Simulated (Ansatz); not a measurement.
Pressure series in BAs

Consider BAs in the wurtzite structure (space group P6_3mc, No. 186; a cell from a computed database, its experimental status unchecked).

```xyz
4
Lattice="3.3544 0.0000 0.0000 -1.6772 2.9050 0.0000 0.0000 0.0000 5.5538" Properties=species:S:1:pos:R:3 pbc="T T T"
B      0.0000     1.9367     2.0803
B      1.6772     0.9683     4.8572
As     0.0000     1.9367     0.0024
As     1.6772     0.9683     2.7793
```

Cell and atoms are relaxed at each pressure.

Level of theory: Ansatz (a first-principles code) PBEsol, no spin-orbit coupling.

| change | band gap | volume per atom | gap character | c/a ratio | width of the top valence band |
|---|---|---|---|---|---|
| base | 1.02 eV | 13.53 Å³ | indirect, Γ → M | 1.656 | 4.70 eV |
| pressure −2 GPa | 1.03 eV | 13.73 Å³ | indirect, Γ → M | 1.655 | 4.62 eV |
| pressure −1 GPa | 1.03 eV | 13.63 Å³ | indirect, Γ → M | 1.656 | 4.66 eV |
| pressure 0.3 GPa | 1.02 eV | 13.50 Å³ | indirect, Γ → M | 1.656 | 4.71 eV |
| pressure 0.7 GPa | 1.01 eV | 13.46 Å³ | indirect, Γ → M | 1.656 | 4.72 eV |
| pressure 1.5 GPa | 1.01 eV | 13.39 Å³ | indirect, Γ → M | 1.656 | 4.76 eV |
| pressure 3 GPa | 1.00 eV | 13.26 Å³ | indirect, Γ → M | 1.656 | 4.81 eV |
| pressure 5 GPa | 0.98 eV | 13.09 Å³ | indirect, Γ → M | 1.656 | 4.88 eV |
| pressure 7.5 GPa | 0.96 eV | 12.89 Å³ | indirect, Γ → M | 1.657 | 4.96 eV |
| pressure 10 GPa | 0.92 eV | 12.71 Å³ | indirect, Γ → K | 1.657 | 5.05 eV |

Load acts through the strain it causes; cell and atoms are relaxed under it. Whether these cells are dynamically stable was not tested. No other phases were tried under pressure. This is not the structure that BAs has at room temperature and ambient pressure.
